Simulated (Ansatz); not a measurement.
Consider YN in the rock salt structure (space group Fm-3m, No. 225; a = 4.8198 Å). Axes: x, y, z lie along the cube axes.

Method: LDA (Ansatz, a first-principles code, PAW, without spin-orbit coupling).

Before the change:

| Property | Value |
|---|---|
| Pressure | 0.0 GPa |

Now apply this change: compressive biaxial strain of 0.83 % in the plane normal to [111], as in epitaxy on a mismatched substrate; the out-of-plane cell vector and the atoms relax.

Task: Predict the new energy relative to the base.

Result: The energy goes up by 2.4 meV/atom.

Task: What does the calculation give for the pressure after the change?

Result: The pressure (mean of the normal stresses, compression positive) goes from zero to 2.3 GPa.

The mesh was chosen for an insulator and is coarse for the gapless case. Stability against distortions was not tested. All final runs are without spin polarisation. Gaps under 0.05 eV, about the width of the smearing, are given as zero.
